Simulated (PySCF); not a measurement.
PySCF 2.14.0, unrestricted R2SCAN/def2-svpd, df: Mn(OH)(OMe) (C[O][Mn][OH]), charge 0, multiplicity 6, 8 atoms. The geometry is a generated start, not checked to be a minimum at this level.

- task: energy
- method: r2scan
- basis: def2-svpd
- two-electron scheme: density fitting
- mol.max_memory: 3000 MB
- mf.max_cycle: 100
- mf.init_guess: minao (default)
- mf.DIIS: CDIIS (default)
- mf.diis_space: 8 (default)
- mf.conv_tol: 1e-09 (default)
- mf.grids.level: 3 (default)
- basis functions: 132
- grid points: 102424

```xyz
8

Mn     0.8659     0.3989     1.0023
O      1.7829     0.7091     2.4910
H      2.2862     0.9582     3.2578
O     -0.1803    -0.0619    -0.3524
C     -1.0123    -0.4240    -1.3818
H     -1.2026     0.4295    -2.0472
H     -0.5634    -1.2311    -1.9774
H     -1.9765    -0.7787    -0.9922
```

Charge 0 and multiplicity 6 are set for this test and not shown to be the ground state.

One run each on 2 threads, 1 BLAS thread. Values of level_shift (Hartree) tried: 0 (default), 0.1, 0.3, 1.

**Question.** Which value of level_shift (Hartree) needs the fewest Fock builds, and what happens away from it?

**Answer.** Fewest Fock builds, within one of each other: 0 (default) with 26, 0.1 with 27. The count rises to 67 at 1. All converge to one solution.

| level_shift (Hartree) | Fock builds | end |
|---|---|---|
| 0 (default) | 26 | same solution |
| 0.1 | 27 | same solution |
| 0.3 | 50 | same solution |
| 1 | 67 | same solution |
